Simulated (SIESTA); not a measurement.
**Short convergence ladders for a (111) slab of CoSi2 (cut from a parent of space group no. 225; 6 atoms in the cell)**

```
CoSi2
1.0
    3.77872     0.00000     0.00000
    1.88936     3.27247     0.00000
    0.00000     0.00000    18.62801
Co Si
2 4
Direct
  0.00000   0.00000   0.41718
  0.33333   0.33333   0.58282
  0.66667   0.66667   0.37578
  0.33333   0.33333   0.45859
  0.00000   0.00000   0.54141
  0.66667   0.66667   0.62422
```

Base method: GGA PBEsol, numerical atomic orbitals DZP, PseudoDojo PBEsol standard norm-conserving potentials (rewritten from UPF to PSML) (SIESTA 5.4.2).

Base settings: XC.functional = GGA; XC.authors = PBEsol; potentials = PseudoDojo PBEsol standard; PAO.BasisSize = DZP; PAO.EnergyShift = 0.01 Ry; MeshCutoff = 400 Ry; kgrid.MonkhorstPack = 5 5 1; OccupationFunction = FD; ElectronicTemperature = 0.1 eV; MaxSCFIterations = 150.

**The vacuum**

The mesh stays at the base's, so the ladder's end is converged at best in this setting alone.

Only quantities that move along the ladder and can be compared are tabulated; forces are left out, as grid noise moves with the cell.

| vacuum between outermost atoms (Å) | free energy less the last step's (meV/atom) |
|---|---|
| 3.0 | -62.71 |
| 5.0 | 2.45 |
| 7.0 | -0.01 |
| 10.0 | 0.00 |
| 14.0 | 0.02 |
| 30.0 | 0.00 |

Smallest vacuum between outermost atoms (Å) that holds the free energy within 0.5 meV/atom of the last step, with all finer ones: 7.0; the step before is off by 2.4 meV/atom.

**The k-point mesh**

Only quantities that move along the ladder and can be compared are tabulated.

```csv
kgrid.MonkhorstPack,free energy less the last step's (meV/atom),largest difference of a force vector from the last step's (eV/Å)
2 2 1,-0.45,0.523
4 4 1,10.82,0.066
5 5 1,3.87,0.069
7 7 1,-4.03,0.019
26 26 1,0.00,0.000
```

Coarsest kgrid.MonkhorstPack that holds the free energy within 5 meV/atom: not settled: the last two steps still differ by 4.0 meV/atom, over half the tolerance, so the ladder does not show it.

Coarsest kgrid.MonkhorstPack that holds the forces within 0.01 eV/Å: not settled: the last two steps still differ by 0.019 eV/Å, over half the tolerance, so the ladder does not show it.

**The cutoff of the real-space grid**

The mesh stays at the base's, so the ladder's end is converged at best in this setting alone.

Only quantities that move along the ladder and can be compared are tabulated.

| MeshCutoff | free energy less the last step's (meV/atom) |
|---|---|
| 200 Ry (204 Ry used) | -4.03 |
| 240 Ry (258 Ry used) | -2.51 |
| 280 Ry (294 Ry used) | -1.48 |
| 400 Ry (413 Ry used) | -0.65 |
| 480 Ry (498 Ry used) | -0.20 |
| 800 Ry (816 Ry used) | 0.00 |

Coarsest MeshCutoff that holds the free energy within 0.5 meV/atom of the last step, with all finer ones: 480 Ry (498 Ry used); the step before is off by 0.65 meV/atom.

On the base run: the starting cell has typed, rounded lattice constants, without a prior relaxation at this level. The slab is cut from that crystal, and its faces are unrelaxed. Its lattice was rescaled by up to half a per cent. Spin polarisation is off. Values carry the incompleteness of an atom-centred basis. Without a gap this mesh is coarse (it stands for a supercell whose shortest in-plane vector is 19 Å).
